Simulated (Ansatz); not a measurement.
The reference is BeTe in the zinc blende structure (space group F-43m, No. 216; a = 5.6569 Å). Axes: x, y, z lie along the cube axes.

Level of theory: r2SCAN in Ansatz (plane waves to 500 eV, PAW, no spin-orbit coupling).

Before the change:

```
Property   Result
--------  -------
Band gap  2.38 eV
```

The change: compressive biaxial strain of 4.29 % in the plane normal to [001], as in epitaxy on a mismatched substrate; the out-of-plane cell vector and the atoms relax.

How does this affect the ratio −ε⊥/ε∥?

The ratio −ε⊥/ε∥ is 0.73.

How does this affect the band gap?

The band gap decreases by 0.482 eV, from 2.38 eV to 1.89 eV.

Spin-orbit coupling, missing from the scalar runs, can matter with Te. Stability against distortions was not tested.

Ansatz is a program for electronic structure.
